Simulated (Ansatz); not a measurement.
Seebeck coefficient (μV/K, mean over directions) of p-type V$_{2}$O$_{5}$ (C2/c) against carrier density, PBEsol, rigid bands run with Ansatz (a quantum-chemistry and plane-wave program). Computed gap 1.32 eV; densities at which minority carriers matter at this gap, or further valleys turn the trend, are left out. Conductivity mass 2.4 mₑ (harmonic mean over directions), N_v = 1.7e20 cm⁻³ at 300 K.

```json
[
 {"hole density": "1e16 cm⁻³", "300 K": "1040", "500 K": "1107"},
 {"hole density": "1e17 cm⁻³", "300 K": "___", "500 K": "908"},
 {"hole density": "1e18 cm⁻³", "300 K": "643", "500 K": "710"},
 {"hole density": "3e18 cm⁻³", "300 K": "___", "500 K": "615"},
 {"hole density": "1e19 cm⁻³", "300 K": "445", "500 K": "512"},
 {"hole density": "3e19 cm⁻³", "300 K": "351", "500 K": "417"},
 {"hole density": "1e20 cm⁻³", "300 K": "251", "500 K": "315"},
 {"hole density": "3e20 cm⁻³", "300 K": "165", "500 K": "226"},
 {"hole density": "1e21 cm⁻³", "300 K": "85", "500 K": "141"}
]
```

Problem. Complete the blanks.

Solution. 
- 1e17 cm⁻³, 300 K: 842
- 3e18 cm⁻³, 300 K: 549

Rigid bands with a gap fixed in temperature, one relaxation time for all states, no polarons or phonon drag, and whether or not such doping can be reached. Spin-orbit coupling is left out; where it splits the top of the valence band, N_v and the p-type Seebeck coefficient come out somewhat high without it.

Computed structure with no diffraction record at hand here (it may be known, metastable or hypothetical): V2O5 (C2/c). Treated as nonmagnetic, magnetic states not searched for: V2O5 (C2/c).
